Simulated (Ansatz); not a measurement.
# SiSe2 under a change: x(Os) = 0.5, 12 atoms, P-1

Base system: SiSe2 (space group Ibam, No. 72; a = 6.3014 Å, b = 9.3016 Å, c = 5.8556 Å; made of chains).

The other end (x = 1) is OsSe2 (space group Ibam, No. 72; a hypothetical phase, not in the database extracts checked; made of chains): 23.92 Å³/atom, gap zero; this end may not be an ambient phase.

Modification: Os replaces 50.0 % of the Si, ordered in a cell of 12 atoms (starting symmetry P-1) and fully relaxed.

Level of theory: DFT with PBEsol, PAW potentials and a 420 eV plane-wave cutoff in Ansatz (a program for electronic structure), no spin-orbit coupling. Γ-centred 9×9×4 mesh, Fermi–Dirac width 0.05 eV, for the changed cell.

| quantity | base | changed | shift |
|---|---|---|---|
| volume per atom | 28.60 Å³ | 27.32 Å³ | -1.28 Å³ |
| density | 3.60 g/cm³ | 5.41 g/cm³ | +1.81 g/cm³ |
| shortest interatomic distance | 2.289 Å | 2.305 Å | +0.0166 Å |
| band gap (uncertain: the edges found look like a band crossing or inverted bands; the changed cell) | 1.65 eV | 0.10 eV | -1.559 eV |
| mixing energy (to 0.01 eV only: unlike meshes or grids) (against an end that may be hypothetical) | – | +0.07 eV/atom | – |
| mean first-shell distances | – | Si–Se 2.321 Å (end compound 2.289 Å), Os–Se 2.330 Å (end compound 2.346 Å) | – |

Final structure:

```yaml
crystal:
  lattice:
    - [5.58786, 0.00000, 0.00000]
    - [-2.17924, 5.15825, 0.00000]
    - [-0.48875, -0.71346, 11.37469]
  atoms:
    - { symbol: Se, position: [0.58233, 0.92808, 0.75142] }
    - { symbol: Se, position: [0.07198, 0.41777, 0.24785] }
    - { symbol: Se, position: [0.74371, 0.74217, 0.42780] }
    - { symbol: Se, position: [0.24692, 0.24551, 0.91992] }
    - { symbol: Se, position: [0.75308, 0.75449, 0.08008] }
    - { symbol: Se, position: [0.25629, 0.25783, 0.57220] }
    - { symbol: Se, position: [0.92802, 0.58223, 0.75215] }
    - { symbol: Se, position: [0.41767, 0.07192, 0.24858] }
    - { symbol: Si, position: [0.37222, 0.37232, 0.38468] }
    - { symbol: Os, position: [0.87255, 0.87264, 0.89133] }
    - { symbol: Si, position: [0.62778, 0.62768, 0.61532] }
    - { symbol: Os, position: [0.12745, 0.12736, 0.10867] }
```

Each cell is one ordered arrangement of few atoms, which overstates ordering effects compared with a random alloy. Spin-orbit coupling, missing from the scalar runs, can matter with Os. Stability against distortions was not tested. The final runs are not spin-polarised. No dispersion term is included in the PBEsol runs. OsSe2 has a high density of states at the Fermi level and may be magnetic at this level. Under x(Os) = 0.5, 12 atoms, P-1 the cell changed shape so far that it is another structure. A zero or small gap of OsSiSe4 can be the functional's error rather than a property of the material.
